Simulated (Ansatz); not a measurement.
The reference is InAs in the zinc blende structure (space group F-43m, No. 216; a = 6.087 Å).

The other end (x = 1) is GaAs in the zinc blende structure (space group F-43m, No. 216): 22.66 Å³/atom, gap 0.42 eV.

Level of theory: Kohn–Sham DFT with the PBEsol functional, run in Ansatz (a quantum-chemistry and plane-wave program) with PAW and 420 eV plane waves, scalar-relativistic without spin-orbit coupling, earlier PAW set.

Ga replaces a fraction x of In; each row is one arrangement (x, atoms in the cell, starting space group or random), fully relaxed.

One change was made to it. Results:

```tsv
quantity	base	after
mixing energy (to 0.01 eV only: unlike meshes or grids)	–	+0.02 eV/atom
deviation of the volume from the linear (Vegard-type) interpolation	–	-0.1 %
shortest interatomic distance	2.636 Å	2.436 Å
```

Which change produced these results?
(A) x(Ga) = 0.75, 8 atoms, Amm2
(B) x(Ga) = 0.5, 4 atoms, P-4m2
(C) x(Ga) = 0.25, 8 atoms, R3m

A, x(Ga) = 0.75, 8 atoms, Amm2. For comparison, the shortest interatomic distance in the other runs: x(Ga) = 0.5, 4 atoms, P-4m2 gives 2.478 Å; x(Ga) = 0.25, 8 atoms, R3m gives 2.452 Å.

Each cell is one ordered arrangement of few atoms, which overstates ordering effects compared with a random alloy. Whether these cells are dynamically stable was not tested. All final runs are without spin polarisation. A zero or small gap of InGa3As4, InAs, InGaAs2 and In3GaAs4 can be the functional's error rather than a property of the material.
